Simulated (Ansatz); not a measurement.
Defect migration in fcc Al: Ta-vacancy pair (Ta on one host Al site, one Al site vacant), neutral cell. All values below come from PBE, PAW (plane waves to 420 eV; Ansatz, a quantum-chemistry and plane-wave program).

Settings: 32 host sites, the relaxed PBE lattice, a 3×3×3 k-point mesh shifted by half a step, smearing 0.10 eV, spin-restricted, no image-charge correction. Static, classical nuclei. Spin-orbit coupling is left out. Forms of the defect that were not tried may lie lower.

Barriers: single points on a 5×5×5 k-point mesh shifted by half a step at the bands' geometries (they differ from the bands' own by up to 0.11 eV, and are uncertain by about as much).

A. direct exchange of Ta with the vacancy (Ta-vacancy distance between ideal sites 2.86 Å throughout); the atom moves 3.02 Å along (0.00, 0.53, 0.53) of the unit cell; the moving atom starts with neighbours Al at 2.79, 4 Al at 2.81, 6 Al at 2.83 Å and ends with Al at 2.79, 4 Al at 2.81, 6 Al at 2.83 Å; the start lies 0.44 eV above the lowest site run; saddle order not checked, on a symmetry element.
B. a nearby Al atom hops onto the vacant site (Ta-vacancy distance between ideal sites 2.86 → 4.04 Å); the atom moves 2.73 Å along (0.00, -0.48, 0.47) of the unit cell; the moving atom starts with neighbours Al at 2.79, Al at 2.80, 2 Al at 2.82, Al at 2.85, 3 Al at 2.87, 2 Al at 2.89, Al at 2.93 Å and ends with 2 Al at 2.79, 2 Al at 2.83, 2 Al at 2.86, 3 Al at 2.88, Al at 2.90; Ta at 2.84 Å; the start lies 0.44 eV above the lowest site run; saddle order not checked, on a symmetry element.

A band can be held on a symmetry element, so unchecked saddle points there may be too high.

### Question
Rank these by forward barrier (lowest first), as PBE, PAW gives it.

### Answer
B (0.34 eV), A (1.67 eV)
